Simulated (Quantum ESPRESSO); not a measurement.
**Pressure against volume in rock-salt CaS (space group 225) (Quantum ESPRESSO, PBE)**

```xyz
2
Lattice="0.0000 2.7944 2.7944 2.7944 0.0000 2.7944 2.7944 2.7944 0.0000" Properties=species:S:1:pos:R:3 pbc="T T T"
Ca     0.0000     0.0000     0.0000
S      2.7944     2.7944     2.7944
```

Method: PBE, GBRV 1.5 ultrasoft (PBE) pseudopotentials (plane waves; Quantum ESPRESSO). Settings: ecutwfc = 52 Ry; ecutrho = 260 Ry; occupations = smearing; smearing = fermi-dirac; degauss = 0.000734986 Ry; potentials = {Ca: ca_pbe_v1.uspp.F.UPF, S: s_pbe_v1.4.uspp.F.UPF}; K_POINTS = automatic 10 10 10 0 0 0; conv_thr = 1e-10 Ry. The cell above is the first row's. The rows scale it uniformly. In all rows fractional positions and the k mesh are held.

```
V (Å^3/atom)  P (GPa)
------------  -------
21.821           4.20
22.295           2.68
22.770           1.30
23.244           0.07
23.718          -1.04
24.193          -2.04
24.667          -2.94
25.141          -3.76
25.616              ?
```

Q: Fit P against V with a cubic, and predict the withheld value at V = 25.616.

A: With u = V - 23.5, the rows have u = -1.6790, -1.2050, -0.7300, -0.2560, 0.2180, 0.6930, 1.1670, 1.6410. Least squares gives P = -0.544 - 2.3282·u + 0.2603·u² - 0.02165·u³. Residuals (row less fit): -0.001, 0.003, -0.003, 0.001, -0.001, 0.000, 0.001, -0.001; standard error 0.002 (degrees of freedom: 4). The fitted pressure is zero at V0 = 23.27, where dP/dV = -2.450, so B0 = -V0·dP/dV = 57.0 GPa. At the withheld row, u = 2.1160, so P = -0.544 - 2.3282 × 2.1160 + 0.2603 × 2.1160² - 0.02165 × 2.1160³ = -4.510 GPa. The calculation gives -4.49 GPa, 0.020 GPa above the prediction (0.2 % of the range of P in the table). The row lies outside the fitted rows, so this is an extrapolation. From the scatter of the fitted rows alone, a prediction at this place has a standard error of 0.006 GPa, so the miss is 3.5 times that.

Carrying the step between the two nearest rows on in a straight line would have given -4.58, off by 0.09; series whose last step already gives the withheld value aren't shown. The scan was laid around a cell of about the measured size, scaled by a guess for this functional. The runs keep the symmetry of the cell, so they don't test it for distortions. Cutoffs and mesh are single choices, not tested for convergence of this quantity. Series with a scatter that would blur these digits, or in which a gap closes, are not shown.

Terms beyond the fitted order, or numerical noise in single rows, can give a miss of this size; the table doesn't tell which.
